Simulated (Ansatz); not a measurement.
## What H interstitial (started 2.77 Å from the nearest host atom), symmetric start does to Bi2Se3

The reference is a 15-atom supercell of Bi2Se3 in the Bi2Te3 type structure (space group R-3m, No. 166; a = 4.145 Å, c = 29.266 Å (hexagonal axes)) at its relaxed geometry.

The change: a neutral H interstitial (started 2.77 Å from the nearest host atom), symmetric start, atoms relaxed at fixed cell.

The values are results of r2SCAN+rVV10 (Ansatz, an electronic-structure program, PAW, no spin-orbit coupling), not measurements. Settings: 3×4×4 k-points, 0.01 eV Fermi–Dirac smearing.

| quantity | base | changed | shift |
|---|---|---|---|
| pressure | 0.0 GPa | 0.4 GPa | +0.4 GPa |
| largest displacement of a host atom from its site in the perfect cell | – | 0.03 Å | – |

Final structure:

```xyz
16
Lattice="2.0723 1.1964 9.7553 -6.2169 3.5893 0.0000 0.0000 -7.1787 0.0000" Properties=species:S:1:pos:R:3 pbc="T T T"
Bi    -4.1469     2.3944     1.9160
Bi     0.0024    -4.7844     1.9454
Bi    -2.0721    -1.1992     1.9160
Bi    -4.1448     2.3957     7.8393
Bi    -0.0024    -4.7871     7.8098
Bi    -2.0700    -1.1980     7.8393
Se    -2.0618    -3.6075     0.0000
Se    -4.1446     0.0000     0.0000
Se    -0.0105     0.0182     0.0000
Se    -2.0905    -3.5790     6.2801
Se    -4.1267     0.0103     6.2844
Se    -0.0002    -0.0209     6.2801
Se     0.0002    -2.3720     3.4751
Se    -2.0902     1.1861     3.4708
Se    -4.1264    -2.4032     3.4751
H      0.0000    -4.7858     4.8776
```

The magnetic state is the one reached from the starting moments; the real material's order can differ, and small cells can't hold many antiferromagnetic ones. The cell is small, so the values are those of an ordered compound at a high defect concentration; dilute-limit values will differ. The defect started on the symmetric site and kept its symmetry, so it may sit on a saddle. The defect cell is spin-polarised and ends with 1.0 μB.
